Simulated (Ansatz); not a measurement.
SnSe (model structure, started from the zincblende type, F-43m, No. 216, 2 atoms in the cell), treated with LDA (Ansatz, a first-principles code, PAW).

Input file:

Ansatz 0.2 input:
```yaml
crystal:
  lattice:
    - [0.0, 3.3275441237, 3.3275441237]
    - [3.3275441237, 0.0, 3.3275441237]
    - [3.3275441237, 3.3275441237, 0.0]
  atoms:
    - { symbol: Se, position: [0.75, 0.75, 0.75] }
    - { symbol: Sn, position: [0.0, 0.0, 0.0] }
basis:
  ecutwfc: 520
  ecutrho_ratio: 4
  xc_grid: 2
kpoints:
  mp_grid: { grid: [14, 14, 14] }
hamiltonian:
  xc: lda
  dispersion: none
  pseudopotentials: { kind: paw }
scf:
  occupations: { method: fermi_dirac, width: 0.05 }
  convergence: { dr2_threshold: 0.0000000002 }
output:
  forces: true
  stress: true
  eigenvalues: true
```

Problem. How many irreducible k-points, plane waves at Γ does the program set up, and what pressure does the run end with?

Solution. 104 irreducible k-points, 1989 plane waves at Γ; P = -1.13 GPa, so the cell is stretched on average and its volume would shrink at this level.

Excerpt of the program's output:

```
Crystal: 2 atoms, lattice volume = 73.689 Å³
Basis set: ecut = 520 eV, 1989 PW (Γ), exchange–correlation on 72×72×72 points (8 copies of the dense FFT grid, shifted against one another)
Bands: 19, of which v1, the nominal top of the filled ones, is band 15 counted from 1 (14 counted from 0)
Symmetry: 24 space group operations
Space group: F-43m (ITA 216), of the structure as read, at distance tolerance 4.2e-5 Å
k-points: 104 of 2744 (time reversal used)
Functional: x = slater, c = lda
SCF iter   1: F=—  HF=-11262.927031 eV  |F-HF|=—  |Δ(HF+E_count)|=         —  Δρ=4.17e-3  dr2=5.94e-3
SCF iter   2: F=—  HF=-11262.923227 eV  |F-HF|=—  |Δ(HF+E_count)|=   3.80e-3  Δρ=2.17e-3  dr2=1.80e-3
  ...
SCF iter   8: F=—  HF=-11262.922555 eV  |F-HF|=—  |Δ(HF+E_count)|=  9.62e-10  Δρ=6.54e-7  dr2=2.14e-10
SCF iter   9: F=-11262.922555 eV  HF=-11262.922555 eV  |F-HF|=0.00e0  |Δ(HF+E_count)|=  1.33e-10  Δρ=8.00e-8  dr2=3.66e-12
SCF 1 converged in 9 iterations: F = -11262.922555 eV  dr2 = 3.66e-12
SCF converged after 9 iterations
Free energy (F): -11262.922555 eV
Internal energy: -11262.918602 eV  (E = F + TS)
E sigma→0 (E₀):  -11262.920578 eV
Fermi energy:    5.474857 eV
--- Forces (eV/Å), atoms counted from 1 ---
  atom   1  Se    -0.00000000     0.00000000     0.00000000
  atom   2  Sn     0.00000000    -0.00000000    -0.00000000
--- Stress (GPa, compression-positive) ---
       -1.126086       0.000000      -0.000000
        0.000000      -1.126086       0.000000
        0.000000       0.000000      -1.126086
  P = ⅓ Tr σ = -1.1261 GPa (-11.261 kbar)
```

The PAW data were made under PBE.

Note: the relaxation could raise the start's symmetry but not lower it, so the cell can be a saddle point. Note: cell and atoms aren't relaxed at this level (pressure -1.1 GPa).

It cost around 12 core-seconds (rough) of CPU time.

A model structure was made by putting elements into a prototype or built by hand; it is no filed structure, need not be a known phase, and can be a saddle point held by its symmetry.
